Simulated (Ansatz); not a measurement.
We consider CsCl-type CoAl, described by r²SCAN (Ansatz, a first-principles code, PAW).

Total energies, extrapolated to zero smearing (they compare only within this program, potentials and cutoff):

Magnetic elements are taken in their magnetic phases.

```json
[
 {"system": "CsCl-type CoAl, relaxed", "energy (eV/atom)": "-2836.5110"},
 {"system": "fcc Al", "energy (eV/atom)": "-540.4103"},
 {"system": "hcp Co", "energy (eV/atom)": "-5131.5278"}
]
```

**Question.** Work out the formation enthalpy per atom.

**Answer.** ΔH_f ≈ ΔE = -2836.5110 − [1 × (-540.4103) + 1 × (-5131.5278)]/2 = -0.542 eV/atom (0 K, no vibrations). The reference value is -0.537 ± 0.01 eV/atom (measured, 298 K, copied from a table, unchecked, no zero-point or thermal correction; as tabulated in Wang et al. (2021), doi:10.1038/s41598-021-94550-5), a difference of -0.005 eV/atom.

The PAW data were made under PBE.
